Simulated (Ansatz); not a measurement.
**BAsO4: O → Se**

The parent structure is BAsO$_{4}$ (space group I-4, No. 82; a = 4.511 Å, c = 6.799 Å).

One thing is altered: every O is replaced by Se, then cell and atoms are relaxed.

The values are results of PBEsol (Ansatz, a program for electronic structure, PAW, without spin-orbit coupling), not measurements. Settings: 8×8×8 k-points, 0.05 eV Fermi–Dirac smearing, for the changed cell.

The volume per atom increases by 12.07 Å³ to 23.60 Å³ and the density rises by 1.12 g/cm³ (3.59 g/cm³ → 4.71 g/cm³). The lattice parameter a rises by 1.171 Å, from 4.511 Å to 5.682 Å and the c/a ratio rises by 0.037, from 1.507 to 1.544. The space group is still I-4 (No. 82) and the shortest interatomic distance rises by 0.5669 Å to 2.038 Å. The band gap shrinks by 4.38 eV to 0.21 eV and the gap character changes from indirect, N → Γ to indirect, Γ → M. The smallest direct gap drops by 4.24 eV to 0.82 eV and the electron mass goes from 0.60 mₑ along c, 0.69 mₑ across (at Γ) to 0.39 mₑ along k, 0.57 mₑ across (at M). The hole mass is 0.18 mₑ along c, 0.65 mₑ across (at Γ) and the valence-band top at Γ (three highest levels, from the VBM) amounts to 0.00, -0.55, -0.55 eV.

Final structure:

```xyz
6
Lattice="-2.8408 2.8408 4.3860 2.8408 -2.8408 4.3860 2.8408 2.8408 -4.3860" Properties=species:S:1:pos:R:3 pbc="T T T"
B      0.0000     2.8408     2.1930
As     0.0000     0.0000     0.0000
Se    -1.2453     1.5553     3.1686
Se     1.5553     1.2453     5.6035
Se     4.0861     1.2855    -1.2174
Se     1.2855     1.5954     1.2174
```

Effective masses come from finite differences of ±0.01 Å⁻¹. Along k means along the line from Γ to the band edge. Stability against distortions was not tested. As relaxed here, BAsSe4 is a hypothetical phase, not in the database extracts checked. A zero or small gap of BAsSe4 can be the functional's error rather than a property of the material.
